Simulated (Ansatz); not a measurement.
## WC, pressure series

Base system: WC (space group P-6m2, No. 187).

```xyz
2
Lattice="2.9220 0.0000 0.0000 -1.4610 2.5305 0.0000 0.0000 0.0000 2.8473" Properties=species:S:1:pos:R:3 pbc="T T T"
W      0.0000     0.0000     0.0000
C      1.4610     0.8435     1.4236
```

Cell and atoms are relaxed at each pressure.

Level of theory: DFT with PBE, PAW potentials and a 420 eV plane-wave cutoff in Ansatz (a first-principles code), no SOC, earlier PAW set.

```json
[
 {"P (GPa)": "-2.00", "V (Å³/atom)": "10.582"},
 {"P (GPa)": "-1.00", "V (Å³/atom)": "10.554"},
 {"P (GPa)": "0.30", "V (Å³/atom)": "10.518"},
 {"P (GPa)": "0.70", "V (Å³/atom)": "10.507"},
 {"P (GPa)": "1.50", "V (Å³/atom)": "10.486"},
 {"P (GPa)": "2.99", "V (Å³/atom)": "10.446"},
 {"P (GPa)": "4.99", "V (Å³/atom)": "10.394"},
 {"P (GPa)": "7.49", "V (Å³/atom)": "10.330"},
 {"P (GPa)": "9.99", "V (Å³/atom)": "10.269"}
]
```

Fit a third-order Birch–Murnaghan equation of state.

Least squares on P(V) = (3B₀/2)[(V₀/V)^(7/3) − (V₀/V)^(5/3)]·[1 + (3/4)(B₀′ − 4)((V₀/V)^(2/3) − 1)] gives V₀ = 10.53 Å³/atom, B₀ = 383 GPa and B₀′ = 4.3.

Load acts through the strain it causes; cell and atoms are relaxed under it. No phonon test of stability was made. No other phases were tried under pressure. All final runs are without spin polarisation.
